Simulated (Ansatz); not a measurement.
**Si₃N₄ (P6₃/m, No. 176): Voigt–Reuss–Hill bulk modulus by level of theory**

No measured value is used here.

```json
[
 {"level (code)": "LDA (Ansatz)", "value (GPa)": "252", "cell (Å³/atom)": "10.26"},
 {"level (code)": "PBE (Ansatz)", "value (GPa)": "233", "cell (Å³/atom)": "10.63"},
 {"level (code)": "PBEsol (Ansatz)", "value (GPa)": "___", "cell (Å³/atom)": "10.47"},
 {"level (code)": "r²SCAN (Ansatz)", "value (GPa)": "255", "cell (Å³/atom)": "10.40"}
]
```

### Question
Fill in the missing entries.

### Answer

- PBEsol (Ansatz, a quantum-chemistry and plane-wave program), value (GPa): 242

Each level is taken at its own relaxed cell. Cutoffs differ between the levels. Ansatz's density-functional and Hartree–Fock values are scalar-relativistic unless marked +SOC, with PAW data made under PBE.
